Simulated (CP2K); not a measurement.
CP2K run on SnO2 (R-3m, 3 atoms in the cell): self-consistent single point.

Method: LDA (Pade form), GPW, DZVP-MOLOPT-SR-GTH basis, GTH-PADE potentials (GTH_POTENTIALS) (CP2K 2026.2).

The change in words: lattice scaled by 0.98. Reference geometry:
```
CELL_PARAMETERS angstrom
      5.15096     0.00000     0.00000
      4.13561     3.07068     0.00000
      4.13561     1.36747     2.74938
ATOMIC_POSITIONS crystal
  Sn 0.50000 0.50000 0.50000
  O  0.23717 0.23717 0.23717
  O  0.76283 0.76283 0.76283
```

Reference input (self-consistent single point, DFT LDA (Pade form), GPW, DZVP-MOLOPT-SR-GTH basis, GTH-PADE potentials (GTH_POTENTIALS)): CUTOFF = 450 Ry; REL_CUTOFF = 60 Ry; SMEAR/METHOD = FERMI_DIRAC; ELECTRONIC_TEMPERATURE = 116.05 K; KPOINTS/SCHEME = MONKHORST-PACK 12 12 12; GAMMA_CENTERED = T; XC_FUNCTIONAL = PADE; Sn/BASIS_SET = DZVP-MOLOPT-SR-GTH; Sn/POTENTIAL = GTH-PADE-q4; O/BASIS_SET = DZVP-MOLOPT-SR-GTH; O/POTENTIAL = GTH-PADE-q6; METHOD = GPW. This run's input differs from it in these lines:

```diff
@@ -63,4 +63,4 @@
     &CELL
-      ABC 5.15095700 5.15095702 5.15095634
-      ALPHA_BETA_GAMMA 36.59374773 36.59374523 36.59375553
+      ABC 5.04793700 5.04793703 5.04793783
+      ALPHA_BETA_GAMMA 36.59374844 36.59374974 36.59375653
       PERIODIC XYZ
```

The program printed (abridged):

```
 SCF WAVEFUNCTION OPTIMIZATION

  Step     Update method      Time    Convergence         Total energy    Change
     1 NoMix/Diag. 0.30E+00      -     1.28134393       -35.7404646312 -3.57E+01
     2 Broy./Diag. 0.30E+00      -     0.22922727       -33.3763841267  2.36E+00
     3 Broy./Diag. 0.30E+00      -     0.09299401       -35.5193077461 -2.14E+00
     4 Broy./Diag. 0.30E+00      -     0.04151580       -35.6910708566 -1.72E-01
     5 Broy./Diag. 0.30E+00      -     0.00495700       -35.6099976673  8.11E-02
     6 Broy./Diag. 0.30E+00      -     0.00106575       -35.6238893719 -1.39E-02
   [... 3 lines left out ...]
    10 Broy./Diag. 0.30E+00      -     0.00000751       -35.6250126114  2.19E-05
    11 Broy./Diag. 0.30E+00      -     0.00000037       -35.6249980751  1.45E-05
    12 Broy./Diag. 0.30E+00      -     0.00000044       -35.6249995593 -1.48E-06
    13 Broy./Diag. 0.30E+00      -     0.00000002       -35.6249992648  2.95E-07
  *** SCF run converged in    13 steps ***

  Overlap energy of the core charge distribution:               0.00000006330700
  Self energy of the core charge distribution:                -89.48424338590922
  Core Hamiltonian energy:                                     25.09676852270236
  Hartree energy:                                              36.78037425827084
  Exchange-correlation energy:                                 -8.01789872315469
  Electronic entropic energy:                                  -0.00000000000000
  Fermi energy:                                                 0.12344650923207

  Total energy:                                               -35.62499926478371
  Total energy (extrapolated to T->0):                        -35.62499926478371

                     Mulliken Population Analysis

   [... lines left out ...]

 STRESS| Analytical stress tensor [bar]
 STRESS|                        x                   y                   z
 STRESS|      x       -3.23498204964E+04  -1.08925484424E+04  -6.74824448643E+03
 STRESS|      y       -1.08925484424E+04  -3.00980956326E+03  -2.23135380200E+03
 STRESS|      z       -6.74824448643E+03  -2.23135380200E+03  -7.90329552141E+02
 STRESS| 1/3 Trace                                            -1.20499865373E+04
```

The run converged in 13 iterations. Against the reference run the free energy drops by 28.7 meV/atom, the pressure goes from -9.13 to -1.20 GPa, the largest force goes from 0.705 to 0.104 eV/Å and the gap on the mesh goes from 1.564 to 1.967 eV.

The starting cell comes from a database of computed structures (which also holds hypothetical and non-ambient phases and stackings), without a prior relaxation at this level. For this run, on top of that: lattice scaled by 0.98. Values carry the incompleteness of an atom-centred basis.

Cost on one core of a shared machine: roughly 3 min.
